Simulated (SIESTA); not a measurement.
Band structure of LaAlAu (Pnma, 12 atoms in the cell).

```yaml
crystal:
  lattice:
    - [7.78029, 0.00000, 0.00000]
    - [0.00000, 4.69567, 0.00000]
    - [0.00000, 0.00000, 7.54780]
  atoms:
    - { symbol: La, position: [0.98414, 0.75000, 0.68556] }
    - { symbol: La, position: [0.01586, 0.25000, 0.31444] }
    - { symbol: La, position: [0.51586, 0.25000, 0.18556] }
    - { symbol: La, position: [0.48414, 0.75000, 0.81444] }
    - { symbol: Al, position: [0.82853, 0.75000, 0.08560] }
    - { symbol: Al, position: [0.17147, 0.25000, 0.91440] }
    - { symbol: Al, position: [0.67147, 0.25000, 0.58560] }
    - { symbol: Al, position: [0.32853, 0.75000, 0.41440] }
    - { symbol: Au, position: [0.68667, 0.75000, 0.40740] }
    - { symbol: Au, position: [0.31333, 0.25000, 0.59260] }
    - { symbol: Au, position: [0.81333, 0.25000, 0.90740] }
    - { symbol: Au, position: [0.18667, 0.75000, 0.09260] }
```

Computed with GGA PBEsol with spin-orbit coupling, numerical atomic orbitals DZP, PseudoDojo PBEsol fully relativistic norm-conserving potentials (rewritten from UPF to PSML) (SIESTA 5.4.2).

Settings: XC.functional = GGA; XC.authors = PBEsol; potentials = PseudoDojo PBEsol fully relativistic; PAO.BasisSize = DZP; PAO.EnergyShift = 0.01 Ry; MeshCutoff = 300 Ry; kgrid.MonkhorstPack = 3 5 3; OccupationFunction = MP; OccupationMPOrder = 1; ElectronicTemperature = 272 meV; Spin = spin-orbit; MaxSCFIterations = 150; SCF.Mixer.Method = Broyden; SCF.Mixer.Weight = 0.2.

The starting cell comes from a database of computed structures (which also holds hypothetical and non-ambient phases and stackings), without a prior relaxation at this level. Values carry the incompleteness of an atom-centred basis.

Levels in eV from the Fermi level, bands 129 to 134:
```csv
point,129,130,131,132,133,134
Γ,-0.22,-0.22,0.07,0.07,0.67,0.67
X,-0.11,-0.11,-0.11,-0.11,-0.03,-0.03
S,-0.43,-0.43,-0.43,-0.43,0.09,0.09
Y,-0.14,-0.14,-0.14,-0.14,0.12,0.12
Z,0.27,0.27,0.27,0.27,0.60,0.60
U,-0.27,-0.27,-0.27,-0.27,-0.21,-0.21
R,-0.20,-0.20,-0.20,-0.20,-0.12,-0.12
T,0.28,0.28,0.28,0.28,0.67,0.67
```

Bands cross the Fermi level along this path, so the cell is metallic at this level.

Higher empty bands are left out: an atom-centred basis made for the valence describes them poorly.

The net moment of the cell came out as 0.00 μB.
